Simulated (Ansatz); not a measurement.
TiAl: response to strain

The parent structure is TiAl (space group P4/mmm, No. 123; a = 2.796 Å, c = 4.038 Å; relaxed with 0.1 eV smearing). Axes: x, y, z lie along a, b, c of the conventional cell.

Strains are applied to the cell and any free atomic positions relax; under biaxial strain the out-of-plane vector relaxes too.

The values are results of PBEsol/PAW in Ansatz (a first-principles code), no spin-orbit coupling, not measurements.

Candidates:
(a) biaxial strain −3.00 %, plane normal [001], relaxed out of plane
(b) biaxial strain −1.00 %, plane normal [001], relaxed out of plane
(c) biaxial strain +2.50 %, plane normal [001], relaxed out of plane
(d) biaxial strain −2.00 %, plane normal [001], relaxed out of plane
(e) biaxial strain +3.00 %, plane normal [001], relaxed out of plane

Task: Order them by out-of-plane strain, lowest first.

Result: (e) biaxial strain +3.00 %, plane normal [001], relaxed out of plane (-3.48 %), (c) biaxial strain +2.50 %, plane normal [001], relaxed out of plane (-2.86 %), (b) biaxial strain −1.00 %, plane normal [001], relaxed out of plane (+1.03 %), (d) biaxial strain −2.00 %, plane normal [001], relaxed out of plane (+2.05 %), (a) biaxial strain −3.00 %, plane normal [001], relaxed out of plane (+3.08 %)

Stability against distortions was not tested. The final runs are not spin-polarised.
